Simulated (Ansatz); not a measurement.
# GaN: energy against volume

GaN (wurtzite, P6_3mc, 11.758 Å³/atom and stress up to 0.01 GPa in the relaxed cell, c along z) under hydrostatic pressure, with the cell free. PBE in Ansatz, a plane-wave DFT program (PAW, default set), 420 eV, 12×12×6 Γ-centred mesh, Fermi-Dirac smearing 0.05 eV; ions are relaxed, or left where forces stay under 0.02 eV/Å, within the symmetry of each cell.

Here V stands for volume and E for E less E0.

| volume (Å³/atom) | E less E0 (meV/atom) | pressure (GPa) |
|---|---|---|
| 11.8995 | 0.91 | -2.00 |
| 11.8278 | 0.24 | -1.00 |
| 11.7581 | 0.00 | 0.00 |
| 11.6978 | 0.19 | 0.90 |
| 11.6196 | 0.93 | 2.10 |
| 11.4712 | 3.96 | 4.50 |
| 11.2177 | 14.57 | 9.00 |
| 10.9202 | ? | ? |

Fit E of the 7 rows that show it with the third-order Birch-Murnaghan form, a cubic in V^(-2/3). With u = V^(-2/3) - 0.1947, the rows have u = -0.0028416, -0.0020670, -0.0013065, -0.0006425, 0.0002272, 0.0019048, 0.0048557. Least squares gives E = 0.672 + 1000.4·u + 382190·u² + 251674·u³. Residuals (row less fit): 0.000, 0.005, -0.017, 0.003, 0.011, -0.006, 0.000; standard error 0.013 (degrees of freedom: 3). Its minimum lies at u = -0.0013105, so V0 = (0.1933895)^(-3/2) = 11.76. There d²E/du² = 762400 and d³E/du³ = 1510000, so B0 = (4/9) × 11.76^(-7/3) × 762400 × 0.160218 = 173 GPa (the last factor turns the table's units into GPa), and B0' = 4 + (2/3) × 0.1933895 × (1510000)/762400 = 4.3. B0' rests on the cubic coefficient alone and has a standard error of 0.5 from these residuals.

What does the fit predict for E at V = 10.9202, and how far is the calculated value from it?

u = 0.0084638, so E = 0.672 + 1000.4 × 0.0084638 + 382190 × 0.0084638² + 251674 × 0.0084638³ = 36.670 meV/atom. The calculation gives 36.72 meV/atom, 0.050 meV/atom above the prediction (0.1 % of the range of E in the table). The row lies outside the fitted rows, so this is an extrapolation. From the scatter of the fitted rows alone, a prediction at this place has a standard error of 0.161 meV/atom, so the miss is 0.3 times that.

Other structures, which can take over under pressure, weren't tried. The same form fitted to the pressure column gives B0' = 4.4; series where the two differ by over 0.4 aren't shown. Rows are the converged runs of the series near zero and its far end, less any whose ions stayed unrelaxed beside relaxed ones; series whose fitted rows scatter by over a few per cent of the range, as at a crossing or softening among them, aren't shown in this form.
